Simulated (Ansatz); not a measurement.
Start from La$_{2}$O$_{3}$ (space group P-3m1, No. 164; a = 3.9061 Å, c = 6.0400 Å).

Modification: full substitution O → S; the structure is relaxed again.

The values are results of PBEsol, PAW, 420 eV (Ansatz, a program for electronic structure; without spin-orbit coupling), not measurements.

Base, band edges from the VBM (valence, conduction): K -0.09, 3.77; H -0.22, 4.20; M -0.32, 3.79; L 0.00, 4.40; A -0.32, 4.68; Γ -0.16, 4.25 eV.

**Question.** Give the band edges at the high-symmetry points of the new zone, measured from its valence-band maximum.

**Answer.** 
```tsv
point	valence edge (eV)	conduction edge (eV)
Γ	0.00	2.11
M	-0.32	2.21
K	-0.33	2.26
A	-0.74	2.61
L	-0.30	2.76
H	-0.46	2.77
```

The gap is 2.11 eV, direct at Γ.

Stability against distortions was not tested. As relaxed here, La2S3 is a hypothetical phase, not in the database extracts checked.
